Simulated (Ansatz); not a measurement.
The parent structure is LuI$_{3}$ in the ReO3 type structure (space group Pm-3m, No. 221; a = 5.844 Å; a hypothetical phase, not in the database extracts checked). Axes: x, y, z lie along the cube axes.

The values are results of PBEsol, PAW, 420 eV (Ansatz, a quantum-chemistry and plane-wave program; no spin-orbit coupling), not measurements.

Now apply this change: compressive biaxial strain of 1.70 % in the plane normal to [110], as in epitaxy on a mismatched substrate; the out-of-plane cell vector and the atoms relax.

Problem. What does the calculation give for the ratio −ε⊥/ε∥ and in-plane stress after the change?

Solution. The ratio −ε⊥/ε∥ is 0.81; the mean in-plane stress (compression positive) is +0.9 GPa.

Stability against distortions was not tested.
